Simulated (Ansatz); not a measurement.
The reference is ZrGeSe (space group P4/nmm, No. 129; a = 3.683 Å, c = 8.258 Å).

Method: PBEsol in Ansatz (plane waves to 420 eV, PAW, no spin-orbit coupling).

For the base:

The band gap is zero and the pressure comes out as 0.0 GPa.

Modification: the cell is scaled by 0.9632 in all directions; the atoms relax in the strained cell.

Question: How does this affect the band gap?

Answer: The band gap is still zero.

Question: How does this affect the energy relative to the base?

Answer: The energy goes up by 95 meV/atom.

Question: Estimate the effect on the largest internal atomic displacement.

Answer: The largest internal atomic displacement is 0.021 Å.

Question: Predict the new pressure.

Answer: The pressure (mean of the normal stresses, compression positive) goes from zero to 17.0 GPa.

Whether these cells are dynamically stable was not tested. The final runs are not spin-polarised. The zero or small gap of ZrGeSe can change with the level of theory.

Ansatz is a first-principles code.
